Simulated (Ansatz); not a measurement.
Base system: Se (space group P3_121, No. 152; made of chains).

```xyz
3
Lattice="4.5066 0.0000 0.0000 -2.2533 3.9028 0.0000 0.0000 0.0000 4.9888" Properties=species:S:1:pos:R:3 pbc="T T T"
Se     0.9774     0.0000     4.1574
Se    -0.4887     0.8465     0.8315
Se     1.7646     3.0563     2.4944
```

Cartesian axes are those of the cell as printed.

All numbers come from r2SCAN in Ansatz (plane waves to 500 eV, PAW, spin-orbit coupling left out), earlier PAW set.

Before the change:

```
Quantity                         Value
-----------------------------  -------
Band gap                       1.33 eV
Smallest direct gap            1.55 eV
Width of the top valence band  1.39 eV
```

Modification: biaxial strain +3.29 %, plane normal [001], relaxed out of plane (Cartesian); in-plane vectors clamped, the third vector and the atoms free.

### Question
Predict the new band gap.

### Answer
The band gap grows by 0.21 eV to 1.54 eV.

### Question
Predict the new smallest direct gap.

### Answer
The smallest direct gap increases by 0.227 eV to 1.77 eV.

### Question
Predict the new width of the top valence band.

### Answer
The width of the top valence band falls by 0.25 eV (1.39 eV → 1.14 eV).

### Question
What happens to the out-of-plane strain?

### Answer
The out-of-plane strain comes out as -0.91 %.

No phonon test of stability was made. No dispersion term is included, though the crystal is made of layers, chains or molecules, so its spacings can come out too wide.

Ansatz is a first-principles code.
